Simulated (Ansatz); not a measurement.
Results of PBEsol (Ansatz, an electronic-structure program, plane waves, PAW) for rock-salt LaSe.

Run with plane-wave cutoff 520 eV, 16×16×16 k mesh, Fermi–Dirac smearing 0.05 eV, scalar-relativistic PAW data made under PBE.

Pressure at four volumes; x = ln(V/27.264 Å³). One pressure is withheld.

```
V (Å³/atom)        x  P (GPa)
-----------  -------  -------
25.629       -0.0618     5.49
27.264        0.0000     0.00
28.355        0.0392    -2.77
28.900        0.0583        ?
```

Question: Pass a parabola P(x) through the three rows shown, estimate the bulk modulus and its pressure derivative near zero pressure, and predict the withheld pressure.

Answer: Slopes between the rows: (0.00 − (5.49))/(0.0000 − (-0.0618)) = -88.83 and (-2.77 − (0.00))/(0.0392 − (0.0000)) = -70.66 GPa. Their difference over the span 0.1010 is c = 18.17/0.1010 = 179.9 GPa, so P(x) = 5.49 + (-88.83)(x − (-0.0618)) + 179.9 (x − (-0.0618))(x − (0.0000)). At the middle row B = −dP/dx = −[-88.83 + 179.9 × 0.0618] = 77.7 GPa, and B′ = dB/dP = 2c/B = 4.6. At x = 0.0583 the parabola gives -3.92 GPa; the run gives -3.93 GPa. The Birch–Murnaghan fit to the energies at all volumes has B0 = 77.1 GPa and B′ = 4.6.

Spin–orbit coupling is not included.
